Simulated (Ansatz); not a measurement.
# Zr on the Al site + N vacancy (wurtzite AlN host)

Calculation: PBE, PAW (plane waves to 420 eV; Ansatz, a first-principles code). A 3×2×2 supercell of 96 sites was used; the energies come from a 2×2×2 shifted sampling of its zone. Sites at the start: the Al site; N 1.90 Å away. Charged cells carry a point-charge image correction with potential alignment at far atoms. Dielectric constants: PBE linear response of the host. Host gap at this level: 4.03 eV. These values are not converged in cell size to better than tenths of an eV. PBE underestimates the host's gap, which shifts levels and can delocalise carriers. Spin–orbit coupling is left out. Each state is the lowest found from its start.

Formation energies E_f are given with the Fermi level at the valence-band maximum. Chemical conditions: Al-rich (Δμ(Al) = 0.00 eV, Δμ(N) = -2.74 eV, Δμ(Zr) = -1.95 eV, bounded by ZrAl3 (I4/mmm); only phases computed here count, gases as isolated molecules at 0 K); N-rich (Δμ(Al) = -2.74 eV, Δμ(N) = 0.00 eV, Δμ(Zr) = -3.46 eV, bounded by rock-salt ZrN; only phases computed here count, gases as isolated molecules at 0 K). Reference phases: Al: fcc Al, N: N2 molecule in a box, Zr: hcp Zr.

```csv
charge,moment (μB),largest move off a lattice site (Å),image correction with alignment (eV),"E_f, Al-rich (eV)","E_f, N-rich (eV)",above the lowest spin state (eV)
+2,not spin-polarised,0.16,1.14,0.85,2.37,0.00
+1,1.0,0.26,0.36,2.74,4.26,0.00
0,2.0,0.25,0.00,5.19,6.70,0.00
0,not spin-polarised,0.35,0.00,5.31,6.83,0.13
−1,1.0,0.31,0.07,8.43,9.94,0.00
```

Transition levels above the valence-band maximum: ε(+2/+1) = 1.89 eV; ε(+1/0) = 2.44 eV; ε(0/−1) = 3.24 eV. On the lower envelope of the bound states, inside the gap: (+2/+1) at 1.89 eV; (+1/0) at 2.44 eV; (0/−1) at 3.24 eV.

Flagged in the runs: a host whose relaxation on this sampling wasn't shown to rest.

All states together cost roughly 100 core-minutes.
